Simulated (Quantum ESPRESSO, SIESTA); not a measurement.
# Pressure against volume in wurtzite GaN (space group 186) (SIESTA, LDA)

```
CELL_PARAMETERS angstrom
      3.06593     0.00000     0.00000
     -1.53296     2.65517     0.00000
      0.00000     0.00000     4.98815
ATOMIC_POSITIONS crystal
  Ga 0.33333 0.66667 0.00000
  Ga 0.66667 0.33333 0.50000
  N  0.33333 0.66667 0.37700
  N  0.66667 0.33333 0.87700
```

Computed with LDA PW92, numerical atomic orbitals DZP, PseudoDojo LDA standard norm-conserving potentials (rewritten from UPF to PSML) (SIESTA). Settings: XC.functional = LDA; XC.authors = PW92; potentials = PseudoDojo LDA standard; PAO.BasisSize = DZP; PAO.EnergyShift = 0.005 Ry; MeshCutoff = 455 Ry; kgrid.MonkhorstPack = 12 12 7; OccupationFunction = FD; ElectronicTemperature = 116.05 K; MaxSCFIterations = 150; SCF.Mixer.Method = Broyden; SCF.Mixer.Weight = 0.25; SCF.Mixer.History = 6; SCF.DM.Tolerance = 1.0E-05. The cell above is the first row's. The rows scale it uniformly. In all rows fractional positions and the k mesh are held.

| V (Å^3/atom) | P (GPa) |
|---|---|
| 10.152 | 24.70 |
| 10.372 | 18.54 |
| 10.593 | 12.85 |
| 10.814 | 7.86 |
| 11.034 | 3.41 |
| 11.255 | -0.60 |
| 11.476 | -4.13 |
| 11.696 | -7.31 |
| 11.917 | ? |

The 8 complete rows are fitted with a cubic, P against V. With u = V - 10.9, the rows have u = -0.7480, -0.5280, -0.3070, -0.0860, 0.1340, 0.3550, 0.5760, 0.7960. Least squares gives P = 6.059 - 20.5222·u + 5.3217·u² - 0.7875·u³. Residuals (row less fit): -0.017, 0.046, -0.034, -0.004, 0.007, -0.009, 0.017, -0.008; standard error 0.032 (degrees of freedom: 4). The fitted pressure is zero at V0 = 11.22, where dP/dV = -17.35, so B0 = -V0·dP/dV = 195 GPa.

Estimate the missing P (V = 11.917); what did the run itself give?

u = 1.0170, so P = 6.059 - 20.5222 × 1.0170 + 5.3217 × 1.0170² - 0.7875 × 1.0170³ = -10.136 GPa. The calculation gives -10.18 GPa, 0.044 GPa below the prediction (0.1 % of the range of P in the table). The row lies outside the fitted rows, so this is an extrapolation. From the scatter of the fitted rows alone, a prediction at this place has a standard error of 0.084 GPa, so the miss is 0.5 times that.

Carrying the step between the two nearest rows on in a straight line would have given -10.50, off by 0.32; series whose last step already gives the withheld value aren't shown. The scan was laid around a cell of about the measured size, scaled by a guess for this functional; axis ratios and inner coordinates come from that cell. The runs keep the symmetry of the cell, so they don't test it for distortions. A plane-wave scan with the same functional (Quantum ESPRESSO, GBRV) gives V0 = 11.11 Å^3/atom and B0 = 201 GPa; a Birch-Murnaghan fit to all rows here lies 1.0 % from it in V0 and -3 % in B0; the two differ in basis, and may differ in potentials and mesh. Values carry the incompleteness of an atom-centred basis. The shape of the cell and the inner coordinates aren't relaxed, so V0 and B0 belong to this uniform scaling; a relaxed crystal lies no higher in energy and is usually softer (forces reach 0.05 eV/Å in these rows). Cutoffs and mesh are single choices, not tested for convergence of this quantity. Series with a scatter that would blur these digits, or in which a gap closes, are not shown.
